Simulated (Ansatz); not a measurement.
# Pressure series in SnTe

Base system: SnTe in the rock salt structure (space group Fm-3m, No. 225; a = 6.235 Å).

Cell and atoms are relaxed at each pressure.

All numbers come from Kohn–Sham DFT with the LDA functional, run in Ansatz (a quantum-chemistry and plane-wave program) with PAW and 420 eV plane waves, spin-orbit coupling left out.

Notes on the quantities. enthalpy: H = E + PV relative to the base's energy.

| case | shortest interatomic distance | enthalpy |
|---|---|---|
| base | 3.117 Å | – |
| pressure 9 GPa | 2.983 Å | +1.58 eV/atom |
| pressure 15 GPa | 2.921 Å | +2.55 eV/atom |
| pressure 22.5 GPa | ? | +3.68 eV/atom |
| pressure 30 GPa | ? | +4.75 eV/atom |

Q: Complete the table.

A: 
- pressure 22.5 GPa, shortest interatomic distance: 2.860 Å
- pressure 30 GPa, shortest interatomic distance: 2.815 Å

A case with no gap was solved on a k-mesh chosen for an insulator, which is coarse for it. Load acts through the strain it causes; cell and atoms are relaxed under it. No phonon test of stability was made. Competing high-pressure phases were not computed. All final runs are without spin polarisation.
